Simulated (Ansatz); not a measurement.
# AlP (model structure, within 0.1 Å of P6₄22, No. 181, 6 atoms in the cell)

These are PBEsol (Ansatz, a quantum-chemistry and plane-wave program, PAW) values and carry that method's errors.

Run with plane-wave cutoff 520 eV, 12×12×4 k mesh (along the axes of the cell as run), Fermi–Dirac smearing 0.01 eV, scalar-relativistic PAW data made under PBE.

Cell (relaxed at this level):

Space group P6₄22 (No. 181); a = 3.821 Å, b = 3.821 Å, c = 8.632 Å, α = 90.00°, β = 90.00°, γ = 120.00°

```json
[
 {"atom": "Al", "site": "3c", "symmetry": "222", "x": "0.5000", "y": "0.0000", "z": "0.0000"},
 {"atom": "P", "site": "3d", "symmetry": "222", "x": "0.5000", "y": "0.0000", "z": "0.5000"}
]
```

| Property | Value |
|---|---|
| band gap | 0.84 eV (indirect) |
| smallest direct gap on the k points sampled | 1.93 eV |
| direct gap at Γ | 2.04 eV |

Static lattice: no zero-point or thermal effects.

It cost about 30 core-seconds (a rough figure) of CPU time.

A model structure was made by putting elements into a prototype or built by hand; it is no filed structure, need not be a known phase, and can be a saddle point held by its symmetry.
